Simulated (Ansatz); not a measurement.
Start from Nb in the bcc (W type) structure (space group Im-3m, No. 229; relaxed with 0.1 eV smearing).

```xyz
1
Lattice="-1.6557 1.6557 1.6557 1.6557 -1.6557 1.6557 1.6557 1.6557 -1.6557" Properties=species:S:1:pos:R:3 pbc="T T T"
Nb     0.0000     0.0000     0.0000
```

Computed with PBE in Ansatz (plane waves to 420 eV, PAW, no spin-orbit coupling).

Strains are applied to the cell and any free atomic positions relax.

One change was made to it. Results:

```tsv
quantity	base	after
pressure	0.0 GPa	-4.8 GPa
energy relative to the base (free energy F)	0 meV/atom	+8.4 meV/atom
```

Problem. What was done to the base?
A) isotropic strain +1.50 %
B) isotropic strain +2.50 %
C) isotropic strain +1.00 %

Solution. C, isotropic strain +1.00 %. For comparison, the energy relative to the base in the other runs: isotropic strain +2.50 % gives +50 meV/atom; isotropic strain +1.50 % gives +19 meV/atom.

Whether these cells are dynamically stable was not tested. All final runs are without spin polarisation.

Ansatz is a program for electronic structure.
